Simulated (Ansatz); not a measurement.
Take NaCl in the rock salt structure (space group Fm-3m, No. 225; a = 5.601 Å) as the base. Axes: x, y, z lie along the cube axes.

Structures relaxed with Ansatz (a quantum-chemistry and plane-wave program) PBEsol, scalar-relativistic without spin-orbit coupling.

Base:

Simulated powder pattern, Cu Kα1, λ = 1.54056 Å (kinematic, ideal powder, no thermal factors, no anomalous dispersion; the 8 strongest lines at most, above 2 %, up to 2θ = 90°):

```json
[
 {"2θ (°)": "27.56", "I/Imax (%)": "8.1", "hkl": "(111)"},
 {"2θ (°)": "31.93", "I/Imax (%)": "100", "hkl": "(200)"},
 {"2θ (°)": "45.78", "I/Imax (%)": "66", "hkl": "(220)"},
 {"2θ (°)": "56.90", "I/Imax (%)": "21", "hkl": "(222)"},
 {"2θ (°)": "66.74", "I/Imax (%)": "9.3", "hkl": "(400)"},
 {"2θ (°)": "75.90", "I/Imax (%)": "25", "hkl": "(420)"},
 {"2θ (°)": "84.70", "I/Imax (%)": "18", "hkl": "(422)"}
]
```

Modification: tensile biaxial strain of 1.00 % in the plane normal to [001], as in epitaxy on a mismatched substrate; the out-of-plane cell vector and the atoms relax.

Q: Predict the new powder pattern.

A: 
Simulated powder pattern, Cu Kα1, λ = 1.54056 Å (kinematic, ideal powder, no thermal factors, no anomalous dispersion; the 8 strongest lines at most, above 2 %, up to 2θ = 90°):

```tsv
2θ (°)	I/Imax (%)	hkl
31.60	100	(200)
32.06	48	(002)
45.30	33	(220)
45.64	64	(202)
56.57	31	(222)
75.02	12	(420)
75.27	12	(402)
83.91	18	(422)
```

The indices refer to the base's conventional cell; one index is shown for lines that coincide. The space group is now I4/mmm (No. 139).

Whether these cells are dynamically stable was not tested.
